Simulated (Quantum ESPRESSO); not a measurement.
## Short convergence ladders for TbNiC₂ (Amm2, 4 atoms in the cell)

```
TbNiC2
1.0
    3.60355     0.00000     0.00000
    0.00000     2.23082     2.98187
    0.00000    -2.23082     2.98187
Tb Ni C
1 1 2
Direct
  0.00000   0.00863   0.00863
  0.50000   0.61053   0.61053
  0.50000   0.14810   0.45312
  0.50000   0.45312   0.14810
```
Moments meant for the start (each program seeds them in its own way; μB, in the order of the atoms Tb Ni C C): 6.0 0.0 0.0 0.0.

Base method: LDA (PZ), SSSP 1.1.2 efficiency (PBE) pseudopotentials (plane waves; Quantum ESPRESSO).

Base settings: ecutwfc = 50 Ry; ecutrho = 400 Ry; occupations = smearing; smearing = fermi-dirac; degauss = 0.0073499 Ry; nspin = 2; input_dft = pz; potentials = {Tb: Tb.GGA-PBE-paw-v1.0.UPF, Ni: ni_pbe_v1.4.uspp.F.UPF, C: C.pbe-n-kjpaw_psl.1.0.0.UPF}; K_POINTS = automatic 3 3 3 0 0 0; conv_thr = 1e-11 Ry.

The count of work is k-points × plane waves × bands × iterations; it is no time. Core times come from one kind of shared machine, to one figure; runs under 30 s give none.

**The plane-wave cutoff**

Moved along: ecutrho.

The second cell is the first with its lattice scaled by 0.98.

The mesh stays at the base's, so the ladder's end is converged at best in this setting alone.

Only quantities that move along the ladder and can be compared are tabulated.

| ecutwfc | free energy less the last step's (meV/atom) | energy of the compressed cell less the first (meV/atom) | pressure (GPa) | largest difference of a force vector from the last step's (eV/Å) | net moment (μB/atom) | count of work / last | core time / last (rough) |
|---|---|---|---|---|---|---|---|
| 17.5 Ry | 26657.20 | 62.07 | -1252.58 | 2.661 | 1.505 | 0.14 | 0.3 |
| 22 Ry | 7124.70 | -153.45 | -419.60 | 1.034 | 1.485 | 0.23 | 0.3 |
| 50 Ry | 5.03 | 4.33 | -5.18 | 0.001 | 1.482 | 0.73 | 0.8 |
| 60 Ry | 0.00 | 4.28 | -5.20 | 0.000 | 1.482 | 1.0 | 1 |

Coarsest ecutwfc that holds the energy of the compressed cell less the first within 2 meV/atom of the last step, with all finer ones: 50 Ry; the step before is off by 160 meV/atom.

Coarsest ecutwfc that holds the pressure within 0.1 GPa of the last step, with all finer ones: 50 Ry; the step before is off by 410 GPa.

Coarsest ecutwfc that holds the free energy within 2 meV/atom: not settled: the last two steps still differ by 5.0 meV/atom, over half the tolerance, so the ladder does not show it.

At the lowest cutoff the pressure lies 1250 GPa under the last step's, the usual sign of Pulay stress in an incomplete plane-wave basis.

**The density cutoff**

The mesh stays at the base's, so the ladder's end is converged at best in this setting alone.

Only quantities that move along the ladder and can be compared are tabulated.

| ecutrho | free energy less the last step's (meV/atom) | largest difference of a force vector from the last step's (eV/Å) | core time / last (rough) |
|---|---|---|---|
| 100 Ry | -8.04 | 0.055 | 0.3 |
| 200 Ry | -0.23 | 0.000 | 0.4 |
| 400 Ry | 0.00 | 0.000 | 0.7 |
| 500 Ry | 0.00 | 0.000 | 1 |

Coarsest ecutrho that holds the forces within 0.02 eV/Å of the last step, with all finer ones: 200 Ry, at about 0.4 of the last step's time; the step before is off by 0.055 eV/Å.

Coarsest ecutrho that holds the free energy within 5 meV/atom of the last step, with all finer ones: 200 Ry, at about 0.4 of the last step's time; the step before is off by 8.0 meV/atom.

On the base run: the starting cell comes from a database of computed structures (which also holds hypothetical and non-ambient phases and stackings), without a prior relaxation at this level. Its lattice was rescaled by up to half a per cent. One atom was moved a little off its site on purpose. With one magnetic atom in the cell only a parallel order is possible. With U or open f shells several self-consistent states can exist. The f electrons are in the valence without U or exact exchange, which can misplace them near the Fermi level. Spin-orbit terms, which matter for f shells, are left out. In the base run, with a pressure of about -5 GPa the cell is away from its equilibrium volume at this level. Without a gap this mesh is coarse (it stands for a supercell whose shortest vector is 11 Å).
